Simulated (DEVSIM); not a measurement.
System: Au/SiO2/p-Si capacitor, at 300 K.

```csv
layer (left to right),material,thickness (nm),Na (cm⁻³)
1,SiO2,13.0,-
2,Si,920,3.9e17
```

Metal gate on the left, work function 5.1 eV. Fixed charge at the semiconductor interface -8.9e10 cm⁻² (in units of +e); no interface traps.

Constants are typed, rounded textbook-type inputs, not results; the design itself was drawn at random and stands for no fabricated device. Values at 300 K.

```
parameter      SiO2       Si
-------------  ----  -------
gap (eV)          9    1.124
affinity (eV)   0.9     4.05
permittivity    3.9     11.7
Nc (cm⁻³)         -  2.86e19
Nv (cm⁻³)         -   3.1e19
```

Model (solved in DEVSIM): 1D Poisson equation in equilibrium, Boltzmann statistics, complete ionisation; no quantum confinement or tunnelling. Metal contacts follow the ideal Schottky-Mott rule: no Fermi-level pinning, no interface dipoles.

Problem. Tabulate band edges, carrier densities and field at 1.2 V on the gate.

Solution. Energies count from the Fermi level of the right contact; mesh points crowd at the junctions.

```json
[
 {"x (μm)": "0.000", "Ec (eV)": "3.000", "Ev (eV)": "-6.000", "n (cm⁻³)": "< 1e2", "p (cm⁻³)": "< 1e2", "field (V/cm)": "630000"},
 {"x (μm)": "0.001124", "Ec (eV)": "3.071", "Ev (eV)": "-5.929", "n (cm⁻³)": "< 1e2", "p (cm⁻³)": "< 1e2", "field (V/cm)": "630000"},
 {"x (μm)": "0.003136", "Ec (eV)": "3.197", "Ev (eV)": "-5.803", "n (cm⁻³)": "< 1e2", "p (cm⁻³)": "< 1e2", "field (V/cm)": "630000"},
 {"x (μm)": "0.006500", "Ec (eV)": "3.409", "Ev (eV)": "-5.591", "n (cm⁻³)": "< 1e2", "p (cm⁻³)": "< 1e2", "field (V/cm)": "630000"},
 {"x (μm)": "0.01078", "Ec (eV)": "3.678", "Ev (eV)": "-5.322", "n (cm⁻³)": "< 1e2", "p (cm⁻³)": "< 1e2", "field (V/cm)": "630000"},
 {"x (μm)": "0.01239", "Ec (eV)": "3.779", "Ev (eV)": "-5.221", "n (cm⁻³)": "< 1e2", "p (cm⁻³)": "< 1e2", "field (V/cm)": "630000"},
 {"x (μm)": "0.01336", "Ec (eV)": "0.674", "Ev (eV)": "-0.450", "n (cm⁻³)": "1.4e8", "p (cm⁻³)": "8.6e11", "field (V/cm)": "190000"},
 {"x (μm)": "0.01563", "Ec (eV)": "0.717", "Ev (eV)": "-0.407", "n (cm⁻³)": "2.6e7", "p (cm⁻³)": "4.4e12", "field (V/cm)": "180000"},
 {"x (μm)": "0.01956", "Ec (eV)": "0.783", "Ev (eV)": "-0.341", "n (cm⁻³)": "2000000", "p (cm⁻³)": "5.7e13", "field (V/cm)": "160000"},
 {"x (μm)": "0.02755", "Ec (eV)": "0.888", "Ev (eV)": "-0.236", "n (cm⁻³)": "34000", "p (cm⁻³)": "3.4e15", "field (V/cm)": "110000"},
 {"x (μm)": "0.04381", "Ec (eV)": "0.991", "Ev (eV)": "-0.133", "n (cm⁻³)": "630", "p (cm⁻³)": "1.8e17", "field (V/cm)": "26000"},
 {"x (μm)": "0.09150", "Ec (eV)": "1.011", "Ev (eV)": "-0.113", "n (cm⁻³)": "300", "p (cm⁻³)": "3.9e17", "field (V/cm)": "24"},
 {"x (μm)": "0.1739", "Ec (eV)": "1.011", "Ev (eV)": "-0.113", "n (cm⁻³)": "300", "p (cm⁻³)": "3.9e17", "field (V/cm)": "≈ 0"},
 {"x (μm)": "0.3415", "Ec (eV)": "1.011", "Ev (eV)": "-0.113", "n (cm⁻³)": "300", "p (cm⁻³)": "3.9e17", "field (V/cm)": "≈ 0"},
 {"x (μm)": "0.6833", "Ec (eV)": "1.011", "Ev (eV)": "-0.113", "n (cm⁻³)": "300", "p (cm⁻³)": "3.9e17", "field (V/cm)": "≈ 0"},
 {"x (μm)": "0.8066", "Ec (eV)": "1.011", "Ev (eV)": "-0.113", "n (cm⁻³)": "300", "p (cm⁻³)": "3.9e17", "field (V/cm)": "≈ 0"},
 {"x (μm)": "0.8714", "Ec (eV)": "1.011", "Ev (eV)": "-0.113", "n (cm⁻³)": "300", "p (cm⁻³)": "3.9e17", "field (V/cm)": "≈ 0"},
 {"x (μm)": "0.9033", "Ec (eV)": "1.011", "Ev (eV)": "-0.113", "n (cm⁻³)": "300", "p (cm⁻³)": "3.9e17", "field (V/cm)": "≈ 0"},
 {"x (μm)": "0.9222", "Ec (eV)": "1.011", "Ev (eV)": "-0.113", "n (cm⁻³)": "300", "p (cm⁻³)": "3.9e17", "field (V/cm)": "≈ 0"},
 {"x (μm)": "0.9283", "Ec (eV)": "1.011", "Ev (eV)": "-0.113", "n (cm⁻³)": "300", "p (cm⁻³)": "3.9e17", "field (V/cm)": "≈ 0"},
 {"x (μm)": "0.9312", "Ec (eV)": "1.011", "Ev (eV)": "-0.113", "n (cm⁻³)": "300", "p (cm⁻³)": "3.9e17", "field (V/cm)": "≈ 0"},
 {"x (μm)": "0.9330", "Ec (eV)": "1.011", "Ev (eV)": "-0.113", "n (cm⁻³)": "300", "p (cm⁻³)": "3.9e17", "field (V/cm)": "≈ 0"}
]
```
